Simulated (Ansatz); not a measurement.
# Pressure series in PtGe

The parent structure is PtGe (space group Pnma, No. 62; a = 5.8187 Å, b = 3.7571 Å, c = 6.1752 Å).

Cell and atoms are relaxed at each pressure.

The values are results of DFT with PBE, PAW potentials and a 420 eV plane-wave cutoff in Ansatz (an electronic-structure program), spin-orbit coupling left out, not measurements.

```
pressure (GPa)  volume per atom (Å³/atom)
--------------  -------------------------
-2                                 17.126
-1                                 16.997
0                                  16.875
0.3                                16.840
0.7                                16.794
1.5                                16.702
5                                  16.341
7.5                                     ?
10                                 15.900
```

### Question
Fit the third-order Birch–Murnaghan form P(V) = (3B₀/2)[(V₀/V)^(7/3) − (V₀/V)^(5/3)]·[1 + (3/4)(B₀′ − 4)((V₀/V)^(2/3) − 1)] (squares taken in P) to the rows shown and predict the withheld row.

### Answer
Least squares on the printed values gives V₀ = 16.875 Å³/atom, B₀ = 142 GPa, B₀′ = 5.7; this predicts 16.111 Å³/atom, and the run gives 16.111 Å³/atom, in agreement.

Load acts through the strain it causes; cell and atoms are relaxed under it. Whether these cells are dynamically stable was not tested. No other phases were tried under pressure. All final runs are without spin polarisation.
